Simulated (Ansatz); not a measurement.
Base system: GaN in the zinc blende structure (space group F-43m, No. 216; a = 4.4554 Å). Axes: x, y, z lie along the cube axes.

Now apply this change: biaxial strain −1.00 %, plane normal [001], relaxed out of plane (Cartesian); in-plane vectors clamped, the third vector and the atoms free.

Calculations: plane-wave PAW DFT at the LDA level (Ansatz, a program for electronic structure, 420 eV), scalar-relativistic without spin-orbit coupling.

Question: Give the band edges at the high-symmetry points of the new zone, measured from its valence-band maximum.

Answer: 
| point | valence edge (eV) | conduction edge (eV) |
|---|---|---|
| Γ | 0.00 | 1.98 |
| X | -2.97 | 3.19 |
| P | -3.94 | 6.07 |
| N | -0.99 | 4.79 |
| M | -2.81 | 3.34 |
| S | -2.21 | 5.16 |
| S₀ | -2.21 | 5.16 |
| R | -3.95 | 6.20 |
| G | -3.95 | 6.20 |

The gap is 1.98 eV, direct at Γ.

No phonon test of stability was made. This is not the structure that GaN has at room temperature and ambient pressure. k-point labels follow each cell's own Brillouin zone.
